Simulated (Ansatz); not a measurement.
## What pressure −2 GPa does to ZrO2

Base system: ZrO2 in the fluorite structure (space group Fm-3m, No. 225; a = 5.1159 Å).

The change: hydrostatic tension (pressure −2 GPa).

All numbers come from PBE (Ansatz, an electronic-structure program, PAW, no spin-orbit coupling), earlier PAW set. k-mesh 11×11×11 (Γ-centred); smearing 0.05 eV (Fermi–Dirac).

```tsv
quantity	base	changed	shift
density	6.11 g/cm³	6.06 g/cm³	-0.05 g/cm³
lattice parameter a	5.116 Å	5.131 Å	+0.015 Å
enthalpy H = E + PV relative to the base's energy	–	-0.14 eV/atom	–
band gap	3.32 eV	3.30 eV	-0.02 eV
gap character	indirect, X → Γ	indirect, X → Γ	–
width of the top valence band	1.63 eV	1.62 eV	-0.01 eV
electron mass (degenerate bands, along [100])	0.51, 2.1 mₑ (at Γ)	0.51, 2.1 mₑ (at Γ)	–
valley order (the lowest conduction-band minima on the path, energy above the VBM, named in the base's zone)	Γ 3.32 eV; X along ⟨100⟩ 3.75 eV; a point along ⟨110⟩, about 0.8 Å⁻¹ from Γ 3.76 eV; L along ⟨111⟩ 3.94 eV	Γ 3.30 eV; X along ⟨100⟩ 3.72 eV; a point along ⟨110⟩, about 0.8 Å⁻¹ from Γ 3.73 eV; L along ⟨111⟩ 3.90 eV	–
```

Final structure:

```
ZrO2
1.0
    0.00000     2.56533     2.56533
    2.56533     0.00000     2.56533
    2.56533     2.56533     0.00000
Zr O
1 2
Direct
  0.00000   0.00000   0.00000
  0.25000   0.25000   0.25000
  0.75000   0.75000   0.75000
```

Load acts through the strain it causes; cell and atoms are relaxed under it. Masses are band curvatures over ±0.01 Å⁻¹ around the edge. No phonon test of stability was made. This is not the structure that ZrO2 has at room temperature and ambient pressure.
